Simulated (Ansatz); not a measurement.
A working Ansatz (a quantum-chemistry and plane-wave program) input for Rb2LiSbF6 (Fm-3m, 10 atoms in the cell) (DFT, r2SCAN, plane waves, default PAW files made with PBE):

Ansatz 0.2 input:
```yaml
# Rb2LiSbF6
crystal:
  lattice:
    - [0.000000, 4.303782, 4.303782]
    - [4.303782, 0.000000, 4.303782]
    - [4.303782, 4.303782, 0.000000]
  atoms:
    - { symbol: Rb, position: [0.250000, 0.250000, 0.250000] }
    - { symbol: Rb, position: [0.750000, 0.750000, 0.750000] }
    - { symbol: Li, position: [0.500000, 0.500000, 0.500000] }
    - { symbol: Sb, position: [0.000000, 0.000000, 0.000000] }
    - { symbol: F, position: [0.749100, 0.250900, 0.250900] }
    - { symbol: F, position: [0.250900, 0.749100, 0.749100] }
    - { symbol: F, position: [0.250900, 0.749100, 0.250900] }
    - { symbol: F, position: [0.749100, 0.250900, 0.749100] }
    - { symbol: F, position: [0.250900, 0.250900, 0.749100] }
    - { symbol: F, position: [0.749100, 0.749100, 0.250900] }
kpoints:
  mp_grid:
    grid: [4, 4, 4]
hamiltonian:
  xc: r2scan
  pseudopotentials:
    kind: paw
scf:
  occupations:
    method: methfessel_paxton
    width: 0.01 Ry
output:
  forces: true
  eigenvalues: true
  stress: true
```

The run converged in 7 iterations: free energy E − TS (on the zero of these files) -18129.2765 eV; top of the valence band (on the code's own zero) 5.05 eV; gap on the k-point mesh 4.54 eV; pressure 1.56 GPa; largest force (vector length) 0.653 eV/Å. Each of these slips is then made, one at a time:

(1)
```diff
+  max_iter: 40
+  convergence:
+    dr2_threshold: 1.0e-22 eV
```

(2)
```diff
+magnetization:
+  spin_orbit: true
```

### Question
What happens in each case?

### Answer

(1) A threshold far tighter than needed, beside a limit on iterations. The run converged in 18 iterations, and against the sound input the free energy hardly moves (within 1 meV/atom), the pressure stays at 1.56 GPa, the largest force stays at 0.653 eV/Å and the gap on the mesh stays at 4.545 eV. It cost iterations: the sound input took 7.

(2) Spin-orbit coupling without the non-collinear switch. The program stopped before any SCF iteration, with the message: Error: inconsistent input (magnetization.spin_orbit, magnetization.noncollinear): true requires noncollinear: true — spin–orbit coupling acts on 2-spinor wavefunctions; set both flags.

The starting cell was generated: these elements placed on a structure prototype, without a prior relaxation; it need not be a known phase or ordering of this composition. Its lattice was rescaled by a random factor within 2.5 % of one. Spin-orbit coupling is off. Ansatz's pressure includes its estimate of the finite-basis (Pulay) stress.

Left out of this page: 4 runs of the series outside the window shown, repeating another row's setting, or not comparable; 1 run of the series stopped by limits of time or memory.
